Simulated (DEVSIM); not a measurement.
Structure: abrupt GaP n-p junction, at 250 K.

| layer (left to right) | material | thickness (μm) | Nd (cm⁻³) | Na (cm⁻³) | τn (s) | τp (s) |
|---|---|---|---|---|---|---|
| 1 | GaP | 18.0 | 1.1e15 | - | 8.7e-7 | 8.7e-7 |
| 2 | GaP | 16.0 | - | 3e14 | 8.7e-7 | 8.7e-7 |

Left contact: ohmic. Right contact: ohmic. Voltage is applied to the left contact. Recombination: SRH at mid-gap, radiative. Mobility is constant in doping.

The device is made up for the run: typed textbook-type constants, with dimensions and the other settings drawn at random. Values at 300 K; Nc and Nv go as T^1.5, mobilities as T to minus their exponent, the gap by Varshni's rule with the affinity fixed.

| parameter | GaP |
|---|---|
| gap (eV) | 2.26 |
| affinity (eV) | 3.8 |
| permittivity | 11.1 |
| Nc (cm⁻³) | 1.8e19 |
| Nv (cm⁻³) | 1.9e19 |
| μn (cm²/Vs) | 250 |
| μp (cm²/Vs) | 150 |
| T exponent of μn | 1.6 |
| T exponent of μp | 1.98 |
| B (cm³/s) | 1e-13 |
| Varshni α (eV/K) | 0.00058 |
| Varshni β (K) | 372 |

Simulated with DEVSIM: 1D drift-diffusion, Boltzmann statistics, complete ionisation; no tunnelling, impact ionisation, image-force lowering or self-heating.

The thickness of layer 2 was swept, all else fixed.

```csv
thickness of layer 2 (μm),dark forward voltage at 1 A/cm² (V)
3.2,1.848
5.6,[?]
9.6,1.878
16,1.895
27,1.925
48,1.982
80,2.092
```

Task: What belongs in the gaps?

Result: 
- 5.6, dark forward voltage at 1 A/cm² (V): 1.863
